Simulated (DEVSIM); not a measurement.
illuminated Si p-on-n cell, one wavelength

Structure: illuminated Si p-on-n cell, one wavelength, at 300 K.

| layer (left to right) | material | thickness (μm) | Nd (cm⁻³) | Na (cm⁻³) | τn (s) | τp (s) | absorption coefficient (cm⁻¹) |
|---|---|---|---|---|---|---|---|
| 1 | Si | 0.360 | - | 1.7e17 | 1.5e-6 | 7.1e-7 | 490 |
| 2 | Si | 51.0 | 1.3e16 | - | 8.5e-6 | 8.5e-6 | 490 |

Left contact: ohmic, minority electron recombination velocity 800 cm/s. Right contact: ohmic, minority hole recombination velocity 5e5 cm/s. Voltage is applied to the left contact. Recombination: SRH at mid-gap, radiative, Auger. Light enters at the left, 1.7e17 photons cm⁻² s⁻¹, one pass, no reflection. Mobility is μmin + (μ − μmin)/(1 + (N/Nref)^α).

This is a model device: material constants are rounded textbook-type values typed into the input, and sizes, dopings and lifetimes were drawn at random. Values at 300 K.

```
parameter           Si
-------------  -------
gap (eV)         1.124
affinity (eV)     4.05
permittivity      11.7
Nc (cm⁻³)      2.86e19
Nv (cm⁻³)       3.1e19
μn (cm²/Vs)       1417
μp (cm²/Vs)        470
μn,min              52
μp,min              45
Nref,n          9.7e16
Nref,p          2.2e17
αn                0.68
αp                0.72
B (cm³/s)      4.7e-15
Cn (cm⁶/s)     2.8e-31
Cp (cm⁶/s)     9.9e-32
```

DEVSIM, 1D drift-diffusion, Boltzmann statistics, complete ionisation; no tunnelling, impact ionisation, image-force lowering or self-heating.

```
Quantity                                                  Result
---------------------------------------------------  -----------
Potential step across the device at zero bias            0.790 V
Largest field in the device at zero bias              53000 V/cm
Dark forward voltage at 1 A/cm²                          0.686 V
Dark forward voltage at 100 A/cm²                        0.854 V
Short-circuit current                                17.3 mA/cm²
Open-circuit voltage                                     0.577 V
Fill factor                                                 0.82
Largest power                                        8.18 mW/cm²
Share of generated pairs collected at short circuit        0.689
```

Small-signal capacitance in reverse bias (quasi-static):

```json
[
 {"V (V)": "-0.04", "C (nF/cm²)": "35.9"},
 {"V (V)": "-0.1", "C (nF/cm²)": "34.6"},
 {"V (V)": "-0.2", "C (nF/cm²)": "32.7"},
 {"V (V)": "-0.3", "C (nF/cm²)": "31.1"},
 {"V (V)": "-0.4", "C (nF/cm²)": "29.7"},
 {"V (V)": "-0.6", "C (nF/cm²)": "27.4"},
 {"V (V)": "-0.8", "C (nF/cm²)": "25.5"},
 {"V (V)": "-1", "C (nF/cm²)": "24.0"},
 {"V (V)": "-1.3", "C (nF/cm²)": "22.2"},
 {"V (V)": "-1.6", "C (nF/cm²)": "20.7"},
 {"V (V)": "-2", "C (nF/cm²)": "19.1"}
]
```

Dark forward current:

(V (V), J (A/cm²)): (0.05, 4.5e-10); (0.15, 5.6e-9); (0.20, 2.1e-8); (0.30, 4.8e-7); (0.35, 2.9e-6); (0.45, 0.00013); (0.50, 0.00087); (0.60, 0.041); (0.65, 0.28); (0.75, 7.9); (0.80, 29); (0.90, 250); (0.95, 590); (1.05, 2000)
